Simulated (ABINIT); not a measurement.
Worked example: self-consistent single point of Pb (Fm-3m, 1 atom in the cell) in ABINIT.

Level of theory: PBE, norm-conserving pseudopotentials (PseudoDojo nc-sr-05 PBE standard) (plane waves; ABINIT).

The change in words: lattice scaled by 0.98. Reference geometry:
```
Pb
1.0
    0.00000     2.47500     2.47500
    2.47500     0.00000     2.47500
    2.47500     2.47500     0.00000
Pb
1
Direct
  0.00000   0.00000   0.00000
```

Reference input (self-consistent single point, DFT, PBE, plane waves, norm-conserving pseudopotentials (PseudoDojo nc-sr-05 PBE standard)): pseudos = [Pb.upf]; ecut = 31 Ha; occopt = 3; tsmear = 0.00367493 Ha; ngkpt = 9 9 9; nshiftk = 1; shiftk = 0 0 0; potentials = PseudoDojo nc-sr-05 PBE standard; nband = 12; kptopt = 1; nstep = 80; tolvrs = 1e-11. This run's input differs from it in these lines:

```diff
@@ -3,7 +3,7 @@
 pseudos "Pb.upf"
-acell 6.6143788787 6.6143788787 6.6143788787
+acell 6.4820913011 6.4820913011 6.4820913011
 rprim
-         0.0000000000    0.7071067812    0.7071067812
-         0.7071067812    0.0000000000    0.7071067812
-         0.7071067812    0.7071067812    0.0000000000
+        -0.0000000000    0.7071067812    0.7071067812
+         0.7071067812   -0.0000000000    0.7071067812
+         0.7071067812    0.7071067812   -0.0000000000
 natom 1
```

Output, abridged:

```
--- !BeginCycle
solver: {iscf: 7, nstep: 80, nline: 4, wfoptalg: 0, }
tolerances: {tolvrs: 1.00E-11, }
...

     iter   Etot(hartree)      deltaE(h)  residm     vres2
 ETOT  1  -69.810665581780    -6.981E+01 2.990E-01 9.883E-01
 ETOT  2  -69.883842084981    -7.318E-02 5.519E-03 3.588E-01
 ETOT  3  -69.883877841670    -3.576E-05 1.888E-03 1.108E-02
 ETOT  4  -69.883879595977    -1.754E-06 2.532E-03 8.065E-03
 ETOT  5  -69.883880582678    -9.867E-07 6.494E-03 2.394E-05
 ETOT  6  -69.883880584397    -1.719E-09 7.247E-04 2.401E-06
 ETOT  7  -69.883880584698    -3.007E-10 9.362E-04 3.234E-08
 ETOT  8  -69.883880584703    -4.889E-12 5.009E-04 4.313E-11
 ETOT  9  -69.883880584700     2.899E-12 3.466E-04 5.211E-12
 At SCF step    9       vres2   =  5.21E-12 < tolvrs=  1.00E-11 =>converged.

 Cartesian components of stress tensor (hartree/bohr^3)
  sigma(1 1)= -1.93661588E-04  sigma(3 2)=  0.00000000E+00
  sigma(2 2)= -1.93661588E-04  sigma(3 1)=  0.00000000E+00
  sigma(3 3)= -1.93661588E-04  sigma(2 1)=  0.00000000E+00

 ----iterations are completed or convergence reached----

 reduced coordinates (array xred) for    1 atoms
       0.000000000000      0.000000000000      0.000000000000
 cartesian forces (eV/Angstrom) at end:
    1     -0.00000000000000    -0.00000000000000    -0.00000000000000
 frms,max,avg= 0.0000000E+00 0.0000000E+00   0.000E+00  0.000E+00  0.000E+00 e/A
 length scales=  6.482091301100  6.482091301100  6.482091301100 bohr
              =  3.430174980542  3.430174980542  3.430174980542 angstroms
   [... lines left out ...]
 Fermi (or HOMO) energy (hartree) =   0.26078   Average Vxc (hartree)=  -0.39751
   [... lines left out ...]
total_energy        : -6.98838805847001E+01
total_energy_eV     : -1.90163710021667E+03
band_energy         : -3.32278500402584E+00
...

-Cartesian components of stress tensor (GPa)         [Pressure=  5.6977E+00 GPa]
- sigma(1 1)= -5.69771966E+00  sigma(3 2)=  0.00000000E+00
- sigma(2 2)= -5.69771966E+00  sigma(3 1)=  0.00000000E+00
- sigma(3 3)= -5.69771966E+00  sigma(2 1)=  0.00000000E+00

 Calculation completed.
```

The run converged in 9 iterations. Against the reference run the free energy rises by 42.7 meV/atom and the pressure goes from 2.15 to 5.70 GPa.

The starting cell has typed, rounded lattice constants, without a prior relaxation at this level. For this run, on top of that: lattice scaled by 0.98. With a pressure of about 6 GPa the cell is away from its equilibrium volume at this level.

Cost on one core of a shared machine: roughly 30 s.
